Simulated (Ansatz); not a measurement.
The starting structures come from a database of crystals and need not be the phases stable at ambient conditions.

By PBEsol, the system below comes out a metal.

The ballistic (Sharvin) conductance counts the channels at the Fermi level: G/A = (e²/h) × channels of both spins per area.

```xyz
2
Lattice="3.8093 0.0000 0.0000 0.0000 5.3871 0.0000 0.0000 2.6936 2.6936" Properties=species:S:1:pos:R:3 pbc="T T T"
Ca     0.0000     0.0000     0.0000
Cd     1.9046     2.6936     0.0000
```

Space group of this cell: Pm-3m, CsCl type. The cell is taken as given; by PBEsol its mean pressure is -1.0 GPa.

The current flows along the normal of the first two printed cell vectors, the (110) plane of the conventional cell. No spin-orbit coupling; the value is a mean over 0.1 eV about the Fermi level.

### Question
Compute, with PBEsol run with Ansatz (an electronic-structure program), the ballistic conductance per area.

### Answer
0.71 × 10¹⁵ S/m² for both spins.
